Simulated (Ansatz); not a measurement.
## Bulk modulus of WPt₃ (I4/mmm, No. 139, 4 atoms in the cell; start mp-862798) at several levels of theory

No measured value is used here.

```
level (code)     value (GPa)  cell (Å³/atom)
---------------  -----------  --------------
LDA (Ansatz)             335           14.73
PBEsol (Ansatz)          318           14.99
r²SCAN (Ansatz)          309           15.19
```

The crystal itself was run without spin with LDA, PBEsol, r²SCAN; a magnetic state was not tried in these runs. Density-functional levels without +SOC have no spin–orbit coupling. LDA, PBEsol, r²SCAN: the run has no spin polarisation, so it can have missed a magnetic state. LDA, PBEsol, r²SCAN: the bulk modulus is −V dP/dV from two relaxed cells at ±2 % in volume. LDA, PBEsol, r²SCAN: the relaxation could not lower the start's symmetry, so the cell can be a saddle point above a distorted one. Each level is taken at its own relaxed cell. Cutoffs differ between the levels. Ansatz's density-functional and Hartree–Fock values are scalar-relativistic unless marked +SOC, with PAW data made under PBE.

A start named mp-… is a Materials Project structure, which need not be a measured phase.

Ansatz is a first-principles code.
